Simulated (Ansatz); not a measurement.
Base system: TlBr (space group Cmcm, No. 63; a = 4.3392 Å, b = 12.1541 Å, c = 4.8687 Å; a cell from a computed database, its experimental status unchecked).

Computed with plane-wave PAW DFT at the PBEsol level (Ansatz, an electronic-structure program, 420 eV), spin-orbit coupling left out, earlier PAW set.

One change was made to it. Results:

The band gap becomes zero (base: 1.86 eV); the shortest interatomic distance shrinks by 0.3175 Å to 2.774 Å; the density grows by 3.12 g/cm³ to 10.47 g/cm³.

**Question.** What was done to the base?
A) Br → I
B) Br → Cl
C) Tl → Au

**Answer.** C, Tl → Au. For comparison, the band gap in the other runs: Br → Cl gives 2.18 eV; Br → I gives 1.88 eV.

With I and Tl present, leaving out spin-orbit coupling can change the band edges. Stability against distortions was not tested. As relaxed here, AuBr is a hypothetical phase, not in the database extracts checked. For TlCl in this form, whether it has been made was not checked. No Hubbard U is applied, and correlation can decide whether such a compound is a metal. All final runs are without spin polarisation. This is not the structure that TlBr has at room temperature and ambient pressure. This is not the structure that TlCl has at room temperature and ambient pressure.
